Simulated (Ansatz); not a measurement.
## Short convergence ladders for Yb (Fm-3m, 1 atom in the cell)

```yaml
crystal:
  lattice:
    - [0.00000, 2.75370, 2.75370]
    - [2.75370, 0.00000, 2.75370]
    - [2.75370, 2.75370, 0.00000]
  atoms:
    - { symbol: Yb, position: [0.00000, 0.00000, 0.00000] }
```

Base method: PBE (plane waves, PAW; Ansatz, an electronic-structure program).

Base settings: basis.ecutwfc = 30.9 Ry; kpoints.mp_grid.grid = 10 10 10; hamiltonian.xc = pbe; hamiltonian.pseudopotentials = {kind: paw} (the program's default PAW files); scf.occupations.method = fermi_dirac; scf.occupations.width = 0.0073 Ry.

The count of work is k-points × plane waves × bands × iterations; it is no time. 

**The width of Fermi-Dirac smearing**

In this ladder: kpoints.mp_grid.grid = 16 16 16.

Narrow widths need finer meshes than wide ones, so the last steps can hold mesh noise.

Only quantities that move along the ladder and can be compared are tabulated; pressure and forces are left out, as mesh noise rules them at narrow widths.

```tsv
scf.occupations.width	free energy less the last step's (meV/atom)	energy extrapolated to zero width less the last step's (meV/atom)
0.0735 Ry	-3612.14	-464.35
0.0367 Ry	-1046.41	-93.94
0.022 Ry	-396.51	-13.56
0.0147 Ry	-173.09	6.05
0.0073 Ry	-30.26	7.59
0.0037 Ry	0.00	0.00
```

Widest scf.occupations.width that holds the free energy within 5 meV/atom: not settled: the last two steps still differ by 30 meV/atom, over half the tolerance, so the ladder does not show it.

Widest scf.occupations.width that holds the energy extrapolated to zero width within 2 meV/atom: not settled: the last two steps still differ by 7.6 meV/atom, over half the tolerance, so the ladder does not show it.

The extrapolation to zero width removes most of the smearing's effect on the energy.

**The width of Gaussian smearing**

In this ladder: kpoints.mp_grid.grid = 16 16 16; scf.occupations.method = gaussian.

Narrow widths need finer meshes than wide ones, so the last steps can hold mesh noise.

Only quantities that move along the ladder and can be compared are tabulated; pressure and forces are left out, as mesh noise rules them at narrow widths.

```tsv
scf.occupations.width	free energy less the last step's (meV/atom)	energy extrapolated to zero width less the last step's (meV/atom)
0.0735 Ry	-607.52	-15.81
0.0367 Ry	-144.71	14.65
0.022 Ry	-42.80	11.19
0.0147 Ry	-14.45	4.75
0.0073 Ry	-2.34	-0.18
0.0037 Ry	0.00	0.00
```

Widest scf.occupations.width that holds the energy extrapolated to zero width within 2 meV/atom of the last step, with all finer ones: 0.0073 Ry; the step before is off by 4.7 meV/atom.

Widest scf.occupations.width that holds the free energy within 5 meV/atom of the last step, with all finer ones: 0.0073 Ry; the step before is off by 14 meV/atom.

The extrapolation to zero width removes most of the smearing's effect on the energy.

**The mesh under tetrahedron occupations**

In this ladder: scf.occupations.method = tetrahedron; scf.occupations.width = default.

Only quantities that move along the ladder and can be compared are tabulated.

| kpoints.mp_grid.grid | free energy less the last step's (meV/atom) | pressure (GPa) | count of work / last |
|---|---|---|---|
| 4 4 4 | -30.25 | -2.47 | 0.024 |
| 5 5 5 | -23.48 | -2.39 | 0.029 |
| 7 7 7 | 5.52 | -2.41 | 0.055 |
| 8 8 8 | -4.37 | -2.41 | 0.080 |
| 10 10 10 | 1.92 | -2.39 | 0.12 |
| 13 13 13 | 1.02 | -2.38 | 0.25 |
| 16 16 16 | 0.04 | -2.38 | 0.35 |
| 19 19 19 | -0.05 | -2.38 | 0.53 |
| 24 24 24 | 0.00 | -2.36 | 1.0 |

Coarsest kpoints.mp_grid.grid that holds the free energy within 5 meV/atom of the last step, with all finer ones: 8 8 8, at 0.080 of the last step's count of work; the step before is off by 5.5 meV/atom.

Coarsest kpoints.mp_grid.grid that holds the pressure within 0.1 GPa of the last step, with all finer ones: 5 5 5, at 0.029 of the last step's count of work; the step before is off by 0.11 GPa.

On the base run: the starting cell has typed, rounded lattice constants, without a prior relaxation at this level. Its lattice was rescaled by up to half a per cent. Spin polarisation is off. Ansatz's pressure includes its estimate of the finite-basis (Pulay) stress.

Left out of this page: 4 runs of the series outside the window shown, repeating another row's setting, or not comparable.

Keys are those of Ansatz 0.2.
